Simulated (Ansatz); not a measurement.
Start from HfO₂ in the fluorite structure (space group Fm-3m, No. 225; a = 5.0438 Å).

All numbers come from PBEsol (Ansatz, a program for electronic structure; PAW; 420 eV plane waves; without spin-orbit coupling).

Base values:

The shortest interatomic distance is 2.184 Å.

Now apply this change: a hydrostatic pressure of 0.9 GPa.

What does the calculation give for the shortest interatomic distance after the change?

The shortest interatomic distance drops by 0.002 Å, from 2.184 Å to 2.182 Å.

Load acts through the strain it causes; cell and atoms are relaxed under it. No phonon test of stability was made. This is not the structure that HfO2 has at room temperature and ambient pressure.
